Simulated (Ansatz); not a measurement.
## rock-salt HfN (1 1 1) on 3C silicon carbide (1 1 1) (film strained to the substrate, started from cuts of the bulks and a machine-learned relaxation; slabs C6Si6 and Hf4N4, which can lie off the formulas)

A periodic stack without vacuum, rock-salt HfN (1 1 1) on 3C silicon carbide (1 1 1) (film strained to the substrate, started from cuts of the bulks and a machine-learned relaxation; slabs C6Si6 and Hf4N4, which can lie off the formulas): substrate slab C6Si6, film Hf4N4, surface cells [[0, -1], [1, -1]] and [[0, -1], [1, -1]], film strained by -3.7 and -3.7 %, outermost planes Si/C and N/Hf as cut, which need not be the usual terminations and can put a slab off its formula.

The start was prepared with a machine-learned potential, and the result is one local minimum, with the in-plane cell held and forces under 0.04 eV/Å; the film can end far from its bulk form.

All values below come from PBE (plane waves to 420 eV, PAW; Ansatz, a quantum-chemistry and plane-wave program). Scalar-relativistic, without spin–orbit coupling; the runs are not spin-polarised; PBE gaps are too small against experiment. Its k-point mesh 12×12×1, Fermi–Dirac width 0.05 eV.

```
Quantity                                                                                                                  Value
--------------------------------------------------------------------------------  ---------------------------------------------
interface area                                                                                                           8.3 Å²
period                                                                                                                  26.27 Å
heights between the nearest atoms of the two slabs at the two interfaces                                        1.51 and 2.13 Å
Hf–Si contacts across the interfaces within 1.22 times the sum of covalent radii                                 4, mean 2.93 Å
C–Hf contacts across the interfaces within 1.22 times the sum of covalent radii                                  1, mean 2.75 Å
C–N contacts across the interfaces within 1.22 times the sum of covalent radii                                   1, mean 1.51 Å
estimate of the barrier                                                           withheld, since the two interfaces are unlike
slope of the mean potential energy in the substrate                                                              +3.7 MV/cm × e
```

```
CELL_PARAMETERS angstrom
      3.09465    -0.00064     0.13524
      1.54588     2.68150     0.11245
      0.38483     0.44344    26.32584
ATOMIC_POSITIONS crystal
  C  0.05626 0.19499 0.06573
  C  0.35758 0.49623 0.16152
  C  0.65887 0.79744 0.25786
  C  0.96008 0.09857 0.35414
  C  0.26141 0.39983 0.45033
  C  0.56203 0.70044 0.54804
  Si 0.73080 0.86958 0.04192
  Si 0.03208 0.17074 0.13795
  Si 0.33340 0.47200 0.23406
  Si 0.63466 0.77319 0.33025
  Si 0.93594 0.07440 0.42646
  Si 0.23716 0.37560 0.52261
  Hf 0.19383 0.33210 0.65185
  Hf 0.49330 0.63172 0.75424
  Hf 0.79212 0.93068 0.85784
  Hf 0.09114 0.22984 0.96095
  N  0.54274 0.68089 0.60540
  N  0.84370 0.98205 0.70276
  N  0.14234 0.28084 0.80705
  N  0.44196 0.58060 0.90844
```
